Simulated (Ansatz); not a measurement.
# How a calculation on LaMg6Ti (Amm2, 8 atoms in the cell) responds to its settings

```
LaMg6Ti
1.0
    5.24300     0.00000     0.00000
    0.00000     3.22255     5.82021
    0.00000    -3.22255     5.82021
La Mg Ti
1 6 1
Cartesian
  2.62150   0.00000   7.77173
  2.62150   1.62848   4.87547
  2.62150  -1.62848   4.87547
  0.00000   1.71156   6.79009
  0.00000  -1.71156   6.79009
  0.00000   0.00000   3.78593
  0.00000   0.00000   9.77423
  2.62150   0.00000   1.89844
```
Moments meant for the start (each program seeds them in its own way; μB, in the order of the atoms La Mg Mg Mg Mg Mg Mg Ti): 0.0 0.0 0.0 0.0 0.0 0.0 0.0 1.0.

Base run A: PBEsol, PAW files made with PBE (Ansatz, a quantum-chemistry and plane-wave program), self-consistent single point.

Its settings: basis.ecutwfc = 420 eV; kpoints.mp_grid.grid = 3 3 3; kpoints.mp_grid.shift = 0.5 0.5 0.5; hamiltonian.xc = pbesol; hamiltonian.pseudopotentials = {kind: paw} (the program's default PAW files); magnetization.spin_polarized = true; scf.occupations.method = methfessel_paxton; scf.occupations.width = 0.2 eV.

The starting cell comes from a database of computed structures (which also holds hypothetical and non-ambient phases and stackings), without a prior relaxation at this level. With one magnetic atom in the cell only a parallel order is possible. Ansatz's pressure includes its estimate of the finite-basis (Pulay) stress. Without a gap this mesh is coarse (it stands for a supercell whose shortest vector is 16 Å).

ΔF is the free energy per atom less that of run A. 

The first pressure column holds Ansatz's estimate of the finite-basis (Pulay) stress, which hides part of the cutoff error; the other is without it.

In some runs the Pulay estimate is large (up to 15 GPa), a sign of a cutoff far from converged.

Run A gave: pressure (GPa) -1.37; largest force (eV/Å) 0.079; size of the net moment (μB/atom) 0.24; pressure at a fixed set of plane waves (GPa) -1.38.

Runs:
- B: lattice scaled by 0.97
- C: lattice scaled by 0.97; basis.ecutwfc: 420 eV → 250 eV
- D: lattice scaled by 0.985
- E: lattice scaled by 0.985; basis.ecutwfc: 420 eV → 250 eV
- F: lattice scaled by 1.015
- G: lattice scaled by 1.015; basis.ecutwfc: 420 eV → 250 eV
- H: lattice scaled by 1.03
- I: lattice scaled by 1.03; basis.ecutwfc: 420 eV → 250 eV
- J: basis.ecutwfc: 420 eV → 250 eV

**Question.** What does run H change against A?

**Answer.** The free energy rises by 38.1 meV/atom, the pressure goes from -1.37 to -3.82 GPa, the largest force goes from 0.079 to 0.130 eV/Å and the size of the net moment goes from 0.24 to 0.28 μB/atom.

**Question.** What does run G change against A?

**Answer.** The free energy goes up by 325 meV/atom, the pressure goes from -1.37 to -2.66 GPa, the largest force goes from 0.079 to 0.113 eV/Å and the size of the net moment moves little (0.24 to 0.26 μB/atom).

**Question.** What does run C change against A?

**Answer.** The free energy goes up by 314 meV/atom, the pressure goes from -1.37 to 2.22 GPa, the largest force goes from 0.079 to 0.120 eV/Å and the size of the net moment goes from 0.24 to 0.15 μB/atom.

```
run  ΔF (meV/atom)  pressure (GPa)  largest force (eV/Å)  size of the net moment (μB/atom)  pressure at a fixed set of plane waves (GPa)
---  -------------  --------------  --------------------  --------------------------------  --------------------------------------------
A             0.00           -1.37                 0.079                              0.24                                         -1.38
B              3.4            2.14                 0.113                              0.16                                          2.13
C            314.2            2.22                 0.120                              0.15                                        -12.91
D             -4.1            0.22                 0.082                              0.21                                          0.21
E            305.5            0.27                 0.085                              0.19                                        -14.15
F             14.5           -2.71                 0.106                              0.27                                         -2.71
G            324.9           -2.66                 0.113                              0.26                                        -15.90
H             38.1           -3.82                 0.130                              0.28                                         -3.82
I            344.9           -3.79                 0.134                              0.28                                        -16.33
J            309.5           -1.32                 0.091                              0.24                                        -15.11
```

Keys are those of Ansatz 0.2.
